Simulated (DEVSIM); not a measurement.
# abrupt Si p-n junction

Device: abrupt Si p-n junction, at 400 K.

```tsv
layer (left to right)	material	thickness (μm)	Nd (cm⁻³)	Na (cm⁻³)	τn (s)	τp (s)
1	Si	0.270	-	4.4e17	1.1e-6	1.1e-6
2	Si	120	4.8e16	-	1.1e-6	1.1e-6
```

Left contact: ohmic. Right contact: ohmic. Voltage is applied to the left contact. Recombination: SRH at mid-gap, radiative. Mobility is constant in doping.

Constants are typed, rounded textbook-type inputs, not results; the design itself was drawn at random and stands for no fabricated device. Values at 300 K; Nc and Nv go as T^1.5, mobilities as T to minus their exponent, the gap by Varshni's rule with the affinity fixed.

```csv
parameter,Si
gap (eV),1.124
affinity (eV),4.05
permittivity,11.7
Nc (cm⁻³),2.86e19
Nv (cm⁻³),3.1e19
μn (cm²/Vs),1417
μp (cm²/Vs),470
T exponent of μn,2.3
T exponent of μp,2.2
B (cm³/s),4.7e-15
Varshni α (eV/K),0.000473
Varshni β (K),636
```

Simulated with DEVSIM: 1D drift-diffusion, Boltzmann statistics, complete ionisation; no tunnelling, impact ionisation, image-force lowering or self-heating.

```yaml
potential_step_across_the_device_at_zero_bias: 0.700 V
largest_field_in_the_device_at_zero_bias: 93000 V/cm
Dark forward voltage at 1 A/cm²: 0.394 V
Dark forward voltage at 100 A/cm²: 0.750 V
```

Dark forward current:

(V (V), J (A/cm²)): (0.05, 4.0e-5); (0.15, 0.00091); (0.30, 0.070); (0.40, 1.2); (0.55, 24); (0.65, 58); (0.75, 100); (0.90, 170); (1.00, 230); (1.10, 290); (1.25, 400); (1.35, 470); (1.50, 600); (1.60, 690)

Small-signal capacitance in reverse bias (quasi-static):

```
V (V)  C (nF/cm²)
-----  ----------
-0.4         59.1
-1           46.9
-2           36.9
-3           31.5
-4           27.8
```
